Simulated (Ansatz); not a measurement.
Amorphous Hf$_{18}$O$_{39}$La$_{2}$, 59 atoms at 8.65 g/cm³, one PBE-relaxed geometry, zone centre. Methods: PBE, scalar-relativistic without spin-orbit coupling (Ansatz, an electronic-structure program); r2SCAN, scalar-relativistic without spin-orbit coupling (Ansatz); HSE06, scalar-relativistic without spin-orbit coupling (Ansatz). Plane waves to 420 eV (r2SCAN 500 eV); exact exchange is cut at the cell's faces. All rungs ran without spin polarisation.

It comes from a melt-quench run on a machine-learned potential (CHGNet), relaxed afterwards by DFT. O atoms were pushed apart under 1.9 Å during the dynamics, to hinder bonds among them. The hot cell started wider than the set density and was brought back towards it in steps. It is the lowest in DFT energy of 2 quenches. It is a model cell: composition and starting density were chosen by hand, and all elements were melted together. No dispersion term was used. Its density started from a set value of 8.75 and ended at 8.65 g/cm³. Cooling (nominally 450 K/ps over its main leg) ran many orders faster than in experiment, which tends to leave more defects and strain. One small periodic cell is one sample of the glass; other quenches scatter about these values. Volume and shape were free in the relaxation.

The relaxation ran on the zone centre alone. At PBE the gap is 4.03 eV on a 2×2×2 Γ-centred mesh, and the spacing at the zone centre alone 4.05 eV.

Question: What zone-centre spacing does r2SCAN give, roughly?

Answer: 4.51 eV (+0.46 eV against PBE).

Question: What zone-centre spacing does HSE06 give, roughly?

Answer: 5.57 eV (+1.52 eV against PBE).

The highest filled and the lowest empty state spread over these numbers of atoms (participation numbers): PBE: 16.4 and 27.5; r2SCAN: 16.7 and 25.8; HSE06: 12.8 and 26.7.
